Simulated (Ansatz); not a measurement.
Consider TiAl (space group P4/mmm, No. 123; a = 2.766 Å, c = 4.002 Å; relaxed with 0.1 eV smearing).

Computed with LDA (Ansatz, a program for electronic structure; PAW; 420 eV plane waves; no spin-orbit coupling).

For the base:

* **Pressure**: 0.0 GPa

Modification: every lattice vector is stretched by 3.00 %, atoms relaxed at fixed cell.

Problem. What happens to the pressure?

Solution. The pressure (mean of the normal stresses, compression positive) goes from zero to -9.4 GPa.

Problem. How does this affect the energy relative to the base?

Solution. The energy rises by 45 meV/atom.

The cells carry an imposed strain or load. No phonon test of stability was made. All final runs are without spin polarisation.
